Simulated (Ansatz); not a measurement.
**Al on the 1x1 (111) surface of fcc Au (the real clean face reconstructs), one in a 2x2 cell, started at the site 'hollow Au-Au-Au over Au at depth 2.4 Å'**

Method: PBE (plane waves to 420 eV, PAW; Ansatz, a quantum-chemistry and plane-wave program).

Model: 17-atom slab, 7.2 Å thick at the start under the adsorbate (thin: gaps and levels are the slab's own), 6x6x1 mesh, Fermi-Dirac 0.1 eV, dipole correction, 8 atoms held, the rest relaxed; held to the start's symmetry, so lower structures may exist; no spin, no spin-orbit, no U, no dispersion correction. At the end it is bonded to 3 Au. In PBE this state lies 0.03 eV over the lowest of the starts that converged ('hollow Au-Au-Au over Au at depth 4.8 Å').

The adsorption energy against an atom of fcc Al is 0.16 eV, the work function of the top face comes out as 4.20 eV and the change of the work function is -0.92 eV. The change of the step from the bottom to the top vacuum level, against the clean slab is -0.99 eV and the energy released by relaxation is 0.11 eV. The height of the binding atom over the mean of the host atoms within 0.3 Å of the top one is 1.803 Å, the nearest host atoms of the binding atom is Au at 2.51 Å, Au at 2.51 Å, Au at 2.51 Å and the largest move of a host atom is 0.07 Å. The cost is very roughly 3 core-minutes.

A negative adsorption energy means that the adsorbate is more stable on the surface than in its reference.
